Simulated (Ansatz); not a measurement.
The starting structures come from a database of crystals and need not be the phases stable at ambient conditions.

 Where the default PAW files enter, the runs use the earlier of Ansatz's two default sets.

The decay constant κ of evanescent states in the gap governs leakage through a thin film.

Input:

```xyz
10
Lattice="4.6550 0.0000 0.0000 2.3275 5.1245 0.0000 2.3275 1.0571 3.8903" Properties=species:S:1:pos:R:3 pbc="T T T"
Li     0.0000     0.0000     0.0000
Li     4.6550     3.0908     1.9451
N      2.3275     1.5454     0.9726
N      6.9825     4.6362     2.9177
O      2.9565     1.8311     2.0238
O      6.3535     4.3506     1.8664
O      5.7246     1.5454     0.9726
O      3.5854     4.6362     2.9177
O      5.2840     2.3169     3.8116
O      4.0260     3.8648     0.0787
```

Space group of this cell: R-3c. The cell is taken as given; by r2SCAN its mean pressure is -1.3 GPa.

Transport runs along the normal of the first two printed cell vectors, the (101) plane of the conventional cell.

No gap correction and no spin-orbit coupling; mid-gap values are interpolated between computed energies.

Problem. Give the band gap and the smallest decay constant κ at mid-gap that r2SCAN (Ansatz, a quantum-chemistry and plane-wave program) yields.

Solution. Gap 3.62 eV on a 8×8×8 mesh; κ = 0.568 1/Å, at the zone centre.
